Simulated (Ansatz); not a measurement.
System: PbZrO₃ (Amm2, No. 38, 5 atoms in the cell; start mp-20337; a measured phase of this formula has another space group). Method: PBEsol (Ansatz, an electronic-structure program, PAW).

Settings: plane-wave cutoff 520 eV, 8×8×8 k mesh, Fermi–Dirac smearing 0.01 eV, scalar-relativistic PAW data made under PBE.

Cell (relaxed at this level):

PbZrO3 is modelled in the orthorhombic space group Amm2 (No. 38), Pearson symbol oS10. Lattice parameters: a = 4.115 Å, b = 5.862 Å, c = 5.996 Å, α = β = γ = 90.00°. Zr on 2b sees 4 O at 2.012–2.080 Å and 2 O at 2.205 Å. Pb on 2a is coordinated by 1 O at 2.352 Å and 4 O at 2.640 Å. O1 on 4e sees 1 Zr at 2.012 Å and 1 Zr at 2.205 Å and 2 Pb at 2.640 Å. O2 on 2a has 2 Zr at 2.080 Å and 1 Pb at 2.352 Å. (Neighbours: up to the widest gap in distance over summed covalent radii, below 1.35, at either atom; cation-cation and far metal-metal contacts left out.)
(The calculation used a cell of 5 atoms; values per cell refer to that cell.)

Task: Estimate the band gap, direct gap at Γ and bulk modulus that the calculation returns.

Result: 
- band gap: 2.60 eV (on the SCF k mesh)
- direct gap at Γ: 4.14 eV
- bulk modulus: 132 GPa

Note: the relaxation could not lower the start's symmetry, so the cell can be a saddle point above a distorted one; the bulk modulus is −V dP/dV from two relaxed cells at ±2 % in volume.

Spin–orbit coupling is not included; with these elements it can move the gap by several tenths of an eV or more.

A start named mp-… is a Materials Project structure, which need not be a measured phase.
